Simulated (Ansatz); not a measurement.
For SiO2 (I-42d, No. 122, 6 atoms in the cell; start mp-546794; a measured phase of this formula has another space group), LDA (plane waves, PAW; Ansatz, an electronic-structure program) gives:

* **equilibrium lattice constant a**: 4.928 Å
* **c axis length**: 7.284 Å
* **bulk modulus**: 19.8 GPa
* **cohesive energy**: 7.42 eV/atom
* **band gap**: 5.76 eV

Problem. What does r²SCAN in Ansatz (PAW) give for the same quantities?

Solution. 
- lattice constant a: 4.946 Å (increases by 0.4 %)
- lattice parameter c: 7.314 Å (grows by 0.4 %)
- bulk modulus: 23.6 GPa (increases by 19 %)
- cohesive energy: 6.47 eV/atom (drops by 0.95 eV/atom)
- band gap: 6.56 eV (goes up by 0.80 eV)

Changes are worked out from the printed values.

Unless a cell is named, each level is at its own relaxed cell (LDA 14.74, r²SCAN 14.91 Å³/atom).

Density-functional gaps are differences of (generalised) Kohn–Sham levels.

Caveats: the bulk modulus is −V dP/dV from two relaxed cells at ±2 % in volume (LDA, r²SCAN); the relaxation could not lower the start's symmetry, so the cell can be a saddle point above a distorted one (LDA, r²SCAN). Ansatz's density-functional and Hartree–Fock values are scalar-relativistic unless marked +SOC, with PAW data made under PBE.

A start named mp-… is a Materials Project structure, which need not be a measured phase.
